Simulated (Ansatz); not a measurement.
Here is the system:

End structure of the (11-21) surface of hcp Mg in its 1x1 cell, outermost plane spacing 0.76 Å in the ideal cut:

```yaml
crystal:
  lattice:
    - [5.54086, 0.00000, 0.00000]
    - [2.77043, 5.42046, 0.00000]
    - [0.00000, 0.00000, 26.00000]
  atoms:
    - { symbol: Mg, position: [0.45949, 0.77489, 0.31466] }
    - { symbol: Mg, position: [0.01444, 0.31952, 0.33672] }
    - { symbol: Mg, position: [0.91345, 0.86136, 0.36502] }
    - { symbol: Mg, position: [0.46899, 0.39520, 0.39534] }
    - { symbol: Mg, position: [0.36406, 0.94853, 0.42857] }
    - { symbol: Mg, position: [0.92106, 0.49055, 0.45455] }
    - { symbol: Mg, position: [0.81989, 0.03350, 0.48511] }
    - { symbol: Mg, position: [0.37534, 0.57604, 0.51489] }
    - { symbol: Mg, position: [0.27418, 0.11899, 0.54545] }
    - { symbol: Mg, position: [0.83117, 0.66101, 0.57143] }
    - { symbol: Mg, position: [0.72625, 0.21434, 0.60466] }
    - { symbol: Mg, position: [0.28178, 0.74818, 0.63498] }
    - { symbol: Mg, position: [0.18079, 0.29002, 0.66328] }
    - { symbol: Mg, position: [0.73574, 0.83465, 0.68534] }
```

Set-up: 14 atoms, 9.9 Å thick at the start (thin: gaps and levels are the slab's own); mesh 8x7x1; 0.1 eV smearing; dipole correction on; single point; on the structure that PBE left under its start's symmetry; no spin, no spin-orbit, no U.

**Question.** What surface energy (mean of both faces) does r2SCAN, at the PBE geometry run with Ansatz (a quantum-chemistry and plane-wave program) give?

**Answer.** 0.85 J/m²

**Question.** Give the work function of the top face at the level r2SCAN, at the PBE geometry.

**Answer.** 3.57 eV
